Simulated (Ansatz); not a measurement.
Take SiC in the zinc blende structure (space group F-43m, No. 216; a = 4.357 Å) as the base.

The other end (x = 1) is AlC in the zinc blende structure (space group F-43m, No. 216; a hypothetical phase, not in the database extracts checked): 12.40 Å³/atom, gap zero; this end may not be an ambient phase.

Calculations: PBEsol (Ansatz, a quantum-chemistry and plane-wave program; PAW; 420 eV plane waves; no spin-orbit coupling).

Al replaces a fraction x of Si; each row is one arrangement (x, atoms in the cell, starting space group or random), fully relaxed.

One change was made to it. Results:

The band gap goes from 1.24 eV to zero; the mixing energy comes out as -0.04 eV/atom (to 0.01 eV only: unlike meshes or grids) (against an end that may be hypothetical); the shortest interatomic distance decreases by 0.0122 Å (1.887 Å → 1.874 Å).

**Question.** Name the change that was made.
(A) x(Al) = 0.25, 8 atoms, P-4m2
(B) x(Al) = 0.5, 4 atoms, P-4m2
(C) x(Al) = 0.25, 8 atoms, Cm
(D) x(Al) = 0.25, 8 atoms, R3m

**Answer.** B, x(Al) = 0.5, 4 atoms, P-4m2. For comparison, the shortest interatomic distance in the other runs: x(Al) = 0.25, 8 atoms, R3m gives 1.844 Å; x(Al) = 0.25, 8 atoms, Cm gives 1.863 Å; x(Al) = 0.25, 8 atoms, P-4m2 gives 1.859 Å.

Each cell is one ordered arrangement of few atoms, which overstates ordering effects compared with a random alloy. Stability against distortions was not tested. The final runs are not spin-polarised. An odd electron count without spin: AlSiC2, AlC and AlSi3C4.
